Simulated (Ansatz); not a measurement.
Abridged Ansatz (an electronic-structure program) output:

```
Pseudopotential: Ba, paw, valence charge 10
Pseudopotential: Ti, paw, valence charge 12
Pseudopotential: O, paw, valence charge 6
Crystal: 5 atoms, lattice volume = 64.928 Å³
Basis set: ecut = 420 eV, 1309 PW (Γ), exchange–correlation on 54×54×54 points (8 copies of the dense FFT grid, shifted against one another)
Bands: 25, of which v1, the nominal top of the filled ones, is band 20 counted from 1 (19 counted from 0)
Symmetry: 48 space group operations
k-points: 35 of 512
Functional: x = pbe(κ = 0.804, μ = 0.2195149727645171), c = pbe(β = 0.06672455060314922)
SCF iter   1: F=—  HF=-10159.566823 eV  |F-HF|=—  |Δ(HF+E_count)|=         —  Δρ=1.55e-3  dr2=8.27e-4  ethr=1.77e-3  ⟨swp⟩=6.1  Hψ=4337  notcnv=0
SCF iter   2: F=—  HF=-10159.567085 eV  |F-HF|=—  |Δ(HF+E_count)|=   2.62e-4  Δρ=7.37e-4  dr2=1.97e-4  ethr=2.07e-6  ⟨swp⟩=2.1  Hψ=1732  notcnv=0
SCF 1 converged in 7 iterations: F = -10159.566445 eV  dr2 = 4.92e-10
SCF converged after 7 iterations
Free energy (F): -10159.566445 eV
Internal energy: -10159.566445 eV  (E = F + TS)
E sigma→0 (E₀):  -10159.566445 eV
Fermi energy:    11.039718 eV
--- Forces (eV/Å), atoms counted from 1 ---
  atom   1  Ba    -0.00000000     0.00000000    -0.00000000
  atom   2  Ti     0.00000000     0.00000000     0.00000000
  atom   3  O     -0.00000000    -0.00000000     0.00000000
  atom   4  O      0.00000000     0.00000000     0.00000000
  atom   5  O      0.00000000    -0.00000000     0.00000000
--- Stress (GPa, compression-positive) ---
        0.002991      -0.000000      -0.000000
        0.000000       0.002991      -0.000000
        0.000000       0.000000       0.002991
  P = ⅓ Tr σ = 0.0030 GPa (0.030 kbar)
```

Q: What was computed, and what are the main results?

A: BaTiO3, 5 atoms in the cell, with plane-wave PAW DFT at the PBE level (Ansatz, 420 eV), without spin-orbit coupling. The last SCF converged to F = -10159.566445 eV, or -2031.9133 eV per atom, at a pressure of 0.00 GPa. The total energy compares only with runs of the same code, potentials and settings.

Stability against distortions was not tested. All final runs are without spin polarisation. The cell is BaTiO3 in the cubic perovskite structure (space group Pm-3m, No. 221). Many cubic perovskites are stable only at high temperature; tilts and polar distortions were not tested. This is not the structure that BaTiO3 has at room temperature and ambient pressure.
